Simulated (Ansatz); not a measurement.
Structure of amorphous In9Ga9Zn9O33N2 (periodic cell):

```xyz
62
Lattice="9.1153 0.0013 -0.1541 0.0013 9.3571 -0.0375 -0.1541 -0.0375 9.1311" Properties=species:S:1:pos:R:3 pbc="T T T"
In     4.1377     5.5332     3.1703
In     4.2628     1.2438     5.2958
In     6.9448     8.0146     4.3674
In     7.5364     6.4747     0.8663
In     0.5051     6.4487     4.1159
In     8.6630     0.4510     2.1567
In     7.3215     4.1743     3.1981
In     4.7354     7.8363     8.8471
In     2.9804     1.5690     1.4004
Ga     7.2362     2.0112     5.4765
Ga     5.9413     1.3426     1.7722
Ga     1.6610     7.2558     1.1898
Ga     8.3184     4.7606     6.2717
Ga     4.8041     4.2671     0.6706
Ga     0.8844     2.3457     7.3555
Ga     3.6377     7.4790     5.8196
Ga     0.8365     2.7477     4.0844
Ga     1.0989     9.2348     5.3956
Zn     4.1987     1.7419     7.8065
Zn     2.2555     5.5405     7.2803
Zn     1.2586     4.2416     1.4180
Zn     5.5676     4.8082     6.9184
Zn     7.3708     3.3173     8.9357
Zn     1.9302     8.8411     8.0948
Zn     4.0078     8.6257     3.0401
Zn     7.4523     0.3983     8.0112
Zn     8.5940     7.2769     7.4736
O      1.8227     5.9441     2.4853
O      8.0596     2.0939     3.7707
O      7.5160     6.3081     3.0529
O      8.1544     6.5821     5.6969
O      0.2617     9.0607     7.0721
O      6.6810     3.8738     5.4059
O      4.3699     1.2411     3.0728
O      0.0986     4.3907     4.5829
O      1.9841     6.6399     5.6030
O      3.6998     8.7316     7.2517
O      6.8375     7.9452     8.4027
O      2.8292     9.0122     4.7132
O      7.5711     1.4966     0.6055
O      1.3742     6.8713     8.4937
O      4.1876     6.1291     7.1593
O      5.3321     6.0827     0.8875
O      6.4509     0.3463     5.7088
O      7.3556     5.1003     7.9005
O      5.8678     3.2872     1.9441
O      1.2854     1.7649     5.5934
O      3.0499     3.7173     0.9972
O      6.6252     9.0945     2.4884
O      8.4872     4.4580     1.2640
O     -0.0123     8.0073     1.2574
O      2.1048     1.4842     8.4482
O      4.7995     0.8267     0.3546
O      8.0962     2.1797     7.1876
O      3.1237     8.4097     1.2872
O      0.8586     4.1968     7.3301
O      5.2272     3.3801     8.2596
O     -0.0215     8.6016     4.0788
O      4.8797     7.3995     4.3680
O      1.1668     1.9579     2.4076
N      2.9516     3.9481     4.6021
N      3.4088     3.7234     5.6316
```

Calculation: PBE, scalar-relativistic without spin-orbit coupling (plane waves to 420 eV, PAW; Ansatz, an electronic-structure program).

The cell was made by melting and quenching with the CHGNet potential and then relaxed with DFT. O and N atoms were pushed apart under 1.9 Å during the dynamics, to hinder bonds among them. The hot cell started wider than the set density and was brought back towards it in steps. It is the lowest in DFT energy of 2 quenches. It is a model cell: composition and starting density were chosen by hand, and all elements were melted together. No dispersion term was used. Its density started from a set value of 5.98 and ended at 5.98 g/cm³. The simulated quench (nominally 260 K/ps over its main leg) is rapid and tends to freeze in more defects than a deposited or slowly cooled glass has. One small periodic cell is one sample of the glass; other quenches scatter about these values. The volume was held where the preparation left it and the shape relaxed, at a PBE pressure of 4.6 GPa. Stress components on the final sampling reach 5.2 GPa. On a 2×2×2 Γ-centred mesh force components of up to 0.24 eV/Å stay, since the relaxation ran on the zone centre alone. Cycles of charging lowered its energy after that relaxation.

Neighbours within In-In 3.12 Å, In-Ga 2.90 Å, In-Zn 2.90 Å, In-O 2.86 Å, In-N 2.56 Å, Ga-Ga 2.68 Å, Ga-Zn 2.68 Å, Ga-O 2.26 Å, Ga-N 2.32 Å, Zn-Zn 2.68 Å, Zn-O 2.36 Å, Zn-N 2.32 Å, O-O 1.58 Å, O-N 1.64 Å, N-N 1.70 Å count as bonded. Two cations that share two anions don't count as bonded, nor two that share one unless they lie closer than In-In 3.04 Å, In-Ga 2.82 Å, In-Zn 2.82 Å, Ga-Ga 2.61 Å, Ga-Zn 2.61 Å, Zn-Zn 2.61 Å.

### Question
Give the coordination numbers, mean bond lengths and angles.

### Answer

| Quantity | Value |
|---|---|
| Mean coordination of In by anions | 5.56 (2 with 4, 7 with 6); 1 close contacts or bonds to cations besides |
| Mean coordination of Ga by anions | 4.33 (6 with 4, 3 with 5) |
| Mean coordination of Zn by anions | 3.89 (2 with 3, 6 with 4, 1 with 5); 1 close contacts or bonds to cations besides |
| Mean coordination of O | 3.73 (9 with 3, 24 with 4) |
| Mean coordination of N | 1.50 (1 with 1, 1 with 2) |
| Mean In-O bond | 2.267 Å (spread 0.139 Å, 49 counted) |
| Mean Ga-O bond | 1.915 Å (spread 0.065 Å, 39 counted) |
| Mean Zn-O bond | 2.041 Å (spread 0.091 Å, 35 counted) |
| Mean N-N bond | 1.149 Å (spread 0.000 Å, 1 counted) |
| Bond angle at In | mean 103.5°, spread 30.0° |
| Bond angle at Ga | mean 108.0°, spread 20.8° |
| Bond angle at Zn | mean 108.6°, spread 23.6° |
| Bond angle at O | mean 109.8°, spread 16.4° |

### Question
List the pairs of like atoms that count as bonded by the rules above.

### Answer
N61-N62 (1.15 Å).

### Question
What Bader charges do the atoms carry, from a run on the zone centre alone?

### Answer
Means (range): In +1.61 e (+0.94 to +1.85), Ga +1.78 e (+1.73 to +1.83), Zn +1.19 e (+1.00 to +1.24), O -1.23 e (-1.28 to -1.20), N -0.27 e (-0.30 to -0.23).
```tsv
atom	charge (e)
In1	+0.94
In2	+1.07
In3	+1.85
In4	+1.74
In5	+1.83
In6	+1.80
In7	+1.77
In8	+1.77
In9	+1.77
Ga10	+1.73
Ga11	+1.83
Ga12	+1.76
Ga13	+1.79
Ga14	+1.75
Ga15	+1.82
Ga16	+1.82
Ga17	+1.73
Ga18	+1.80
Zn19	+1.00
Zn20	+1.24
Zn21	+1.18
Zn22	+1.23
Zn23	+1.24
Zn24	+1.19
Zn25	+1.19
Zn26	+1.23
Zn27	+1.20
O28	-1.24
O29	-1.26
O30	-1.20
O31	-1.24
O32	-1.24
O33	-1.23
O34	-1.21
O35	-1.24
O36	-1.26
O37	-1.22
O38	-1.20
O39	-1.25
O40	-1.23
O41	-1.23
O42	-1.22
O43	-1.22
O44	-1.22
O45	-1.22
O46	-1.25
O47	-1.28
O48	-1.23
O49	-1.25
O50	-1.20
O51	-1.24
O52	-1.23
O53	-1.22
O54	-1.25
O55	-1.25
O56	-1.23
O57	-1.23
O58	-1.24
O59	-1.24
O60	-1.23
N61	-0.30
N62	-0.23
```
